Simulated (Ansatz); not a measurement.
## TaTe (model structure, Fm-3m, No. 225, 2 atoms in the cell): bulk modulus B0 by level of theory

No measured value is used here.

```csv
level (code),value (GPa),cell (Å³/atom)
LDA (Ansatz),125,21.75
PBE (Ansatz),107,23.13
PBEsol (Ansatz),120,22.22
r²SCAN (Ansatz),[?],22.77
```

Some entries are withheld; supply them.


- r²SCAN (Ansatz, an electronic-structure program), value (GPa): 115

Density-functional levels without +SOC have no spin–orbit coupling. LDA, PBE, PBEsol, r²SCAN: the bulk modulus is −V dP/dV from two relaxed cells at ±2 % in volume. Each level is taken at its own relaxed cell. Cutoffs differ between the levels. Ansatz's density-functional and Hartree–Fock values are scalar-relativistic unless marked +SOC, with PAW data made under PBE.

A model structure was made by putting elements into a prototype or built by hand; it is no filed structure, need not be a known phase, and can be a saddle point held by its symmetry.
